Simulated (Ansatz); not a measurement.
The starting structures come from a database of crystals and need not be the phases stable at ambient conditions.

 Where the default PAW files enter, the runs use the earlier of Ansatz's two default sets.

By LDA and PBEsol, the system below comes out a metal.

Given:

```
RuSi2
1.0
    2.87999     0.00000     0.00000
    0.00000     5.27942     0.00000
    0.00000     0.00000     2.87999
Si Ru
2 1
Direct
  0.50000   0.27949   0.50000
  0.50000   0.72051   0.50000
  0.00000   0.00000   0.00000
```

Space group of this cell: P4/mmm. The cell is taken as given; by PBEsol its mean pressure is -5.7 GPa.

The current runs along the normal of the first two printed vectors, the (100) plane. All runs by Ansatz (a quantum-chemistry and plane-wave program), plane waves and PAW, without spin-orbit coupling; the base is PBEsol.

```tsv
run	mean pressure (GPa)	G/A, both spins (10¹⁵ S/m²)
base	-5.7	0.34
all lengths scaled by 0.98	6.5	0.36
all lengths scaled by 1.02	-14.6	0.33
lda in place of pbesol	-8.8	0.35
lengths across the current scaled by 0.98, ions clamped	2.3	0.35
lengths across the current scaled by 1.02, ions clamped	-12.0	0.33
lengths along the current scaled by 0.97, ions clamped	-0.1	___
lengths along the current scaled by 1.03, ions clamped	-10.2	0.34
```

**Question.** Some entries are withheld; supply them.

**Answer.** 
- lengths along the current scaled by 0.97, ions clamped, G/A, both spins (10¹⁵ S/m²): 0.32
